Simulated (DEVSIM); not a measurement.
Structure: abrupt Ge p-n junction, at 300 K.

Layer 1 from the left is Ge, thickness (μm) 1.30, Na (cm⁻³) 1.5e16, τn (s) 1.5e-7, τp (s) 1.5e-7. Layer 2 from the left is Ge, thickness (μm) 59.0, Nd (cm⁻³) 4.1e15, τn (s) 1.5e-7, τp (s) 1.5e-7.

Left contact: ohmic. Right contact: ohmic. Voltage is applied to the left contact. Recombination: SRH at mid-gap. Mobility is μmin + (μ − μmin)/(1 + (N/Nref)^α).

This is a model device: material constants are rounded textbook-type values typed into the input, and sizes, dopings and lifetimes were drawn at random. Values at 300 K.

Ge: gap (eV) 0.664, affinity (eV) 4, permittivity 16, Nc (cm⁻³) 1.04e19, Nv (cm⁻³) 6e18, μn (cm²/Vs) 3900, μp (cm²/Vs) 1900, μn,min 150, μp,min 100, Nref,n 2.6e17, Nref,p 4e17, αn 0.56, αp 0.6.

Question: Estimate by hand the built-in potential, the peak field at zero bias, the capacitance at -1.5 V, and compare with a numerical solution.

Answer: 
- Built-in potential: ni = √(Nc Nv) exp(−Eg/2kT) = 2.09e13 cm⁻³ with Eg = 0.664 eV; Vbi = kT/q ln(Na Nd/ni²) = 0.306 V; numerical 0.306 V.
- Peak field at zero bias: depletion approximation: W = √(2εVbi/(qN)) = 0.410 μm with N = 3.22e15 cm⁻³; field = 2Vbi/W = 14900 V/cm; numerical 13800 V/cm (estimate above by 8.5 %).
- Capacitance at -1.5 V: C = √(qεN / 2(Vbi + |V|)) = 14.2 nF/cm²; numerical 14.4 nF/cm² (estimate below by 1.4 %).

Model (solved in DEVSIM): 1D drift-diffusion, Boltzmann statistics, complete ionisation; no tunnelling, impact ionisation, image-force lowering or self-heating.
